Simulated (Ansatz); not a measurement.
# Effect of uniaxial strain ε_xx = −2.77 % on Bi

Start from Bi (space group R-3m, No. 166; a = 4.4724 Å, c = 11.2652 Å (hexagonal axes); relaxed with 0.1 eV smearing). Axes: x lies along a and z along c of the hexagonal cell.

Modification: the cell is compressed by 2.77 % along x with no lateral relaxation; the atoms relax in the strained cell.

All numbers come from PBEsol-D3(BJ) (Ansatz, a program for electronic structure), no SOC. Γ-centred 16×16×16 mesh, Fermi–Dirac width 0.1 eV.

| quantity | base | changed | shift |
|---|---|---|---|
| volume per atom | 32.52 Å³ | 31.62 Å³ | -0.90 Å³ |
| shortest interatomic distance | 3.067 Å | 3.035 Å | -0.0326 Å |
| energy relative to the base (free energy F) | 0 meV/atom | +6.3 meV/atom | +6.3 meV/atom |
| pressure (mean of the normal stresses, compression positive) | 0.0 GPa | 1.5 GPa | +1.5 GPa |
| band gap | zero | zero | – |
| largest internal atomic displacement | – | 0.039 Å | – |
| stress (xx, yy, zz, yz, xz, xy; compression positive) | – | (2.2, 1.1, 1.2, -0.5, 0.0, 0.0) GPa | – |

Final structure:

```
Bi
1.0
    2.17428     1.29108     3.75508
   -2.17428     1.29108     3.75508
    0.00000    -2.58216     3.75508
Bi
2
Cartesian
  0.00000  -0.03302   2.72578
  0.00000   0.03302   8.53945
```

With Bi present, leaving out spin-orbit coupling can change the band edges. No phonon test of stability was made.
